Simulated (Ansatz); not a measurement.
# ZrS2 in the CdI2 type structure (space group P-3m1, No. 164; layered, stacked along the Cartesian z axis)

```xyz
3
Lattice="3.6747 0.0000 0.0000 -1.8373 3.1824 0.0000 0.0000 0.0000 5.8608" Properties=species:S:1:pos:R:3 pbc="T T T"
Zr     0.0000     0.0000     0.0000
S      0.0000     2.1216     1.4427
S      1.8373     1.0608     4.4181
```

The values are results of r2SCAN+rVV10 (Ansatz, an electronic-structure program, PAW, scalar-relativistic without spin-orbit coupling), earlier PAW set, not measurements. Γ-centred 10×10×6 mesh, Fermi–Dirac width 0.05 eV.

| Item | Result |
|---|---|
| Volume per atom | 22.85 Å³ |
| Density | 3.76 g/cm³ |
| Band gap | 1.16 eV, indirect, K–Γ (87 % along) → L |
| Total energy | -2003.159 eV/atom (σ→0; compares only within this code and set-up) |

Stability against distortions was not tested.
